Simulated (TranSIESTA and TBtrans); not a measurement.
# Ge chain with one bond stretched by 3.0 Å

Junction: Ge chain with one bond stretched by 3.0 Å. Leads: straight Ge chain, spacing 2.4 Å. Geometry: as built, not relaxed.

Computed with TranSIESTA and TBtrans, PBE, DZP numerical orbitals (energy shift 0.15 eV), PseudoDojo norm-conserving scalar-relativistic potentials, mesh cutoff 200 Ry, 300 K, no spin polarisation, no spin-orbit coupling; self-consistent non-equilibrium Green functions.

| Item | Result |
|---|---|
| Conductance at 300 K (G0 = 2e²/h) | 0.0073 |
| Thermopower (μV/K) | -4.4 |
| Mean T from −0.5 to 0.5 eV | 0.0071 |

Energies count from the leads' Fermi level. Transmissions are for one spin of a degenerate pair. The energy step is 0.01 eV; narrower resonances are cut or missed.

| E (eV) | T | lead channels |
|---|---|---|
| -2.00 | 0.0017 | 1 |
| -1.90 | 0.0019 | 1 |
| -1.80 | 0.0020 | 1 |
| -1.70 | 0.0021 | 1 |
| -1.60 | 0.0023 | 1 |
| -1.50 | 0.0024 | 1 |
| -1.40 | 0.0026 | 1 |
| -1.30 | 0.0028 | 1 |
| -1.20 | 0.0030 | 1 |
| -1.10 | 0.0032 | 1 |
| -1.00 | 0.0034 | 3 |
| -0.90 | 0.0037 | 3 |
| -0.80 | 0.0039 | 3 |
| -0.70 | 0.0042 | 3 |
| -0.60 | 0.0045 | 3 |
| -0.50 | 0.0049 | 3 |
| -0.40 | 0.0053 | 3 |
| -0.30 | 0.0058 | 3 |
| -0.20 | 0.0063 | 3 |
| -0.10 | 0.0068 | 3 |
| 0.00 | 0.0073 | 3 |
| 0.10 | 0.0077 | 3 |
| 0.20 | 0.0080 | 3 |
| 0.30 | 0.0083 | 3 |
| 0.40 | 0.0086 | 3 |
| 0.50 | 0.0089 | 3 |
| 0.60 | 0.0093 | 3 |
| 0.70 | 0.0096 | 3 |
| 0.80 | 0.010 | 3 |
| 0.90 | 0.011 | 3 |
| 1.00 | 0.011 | 3 |
| 1.10 | 0.012 | 3 |
| 1.20 | 0.012 | 3 |
| 1.30 | 0.013 | 3 |
| 1.40 | 0.013 | 3 |
| 1.50 | 0.014 | 3 |
| 1.60 | 0.015 | 3 |
| 1.70 | 0.016 | 3 |
| 1.80 | 0.017 | 3 |
| 1.90 | 0.018 | 3 |
| 2.00 | 0.019 | 3 |

The straight chain is held at its spacing; free chains may zigzag or dimerise. No spin-polarised start was tried, so a magnetic state, if there is one, is missed.
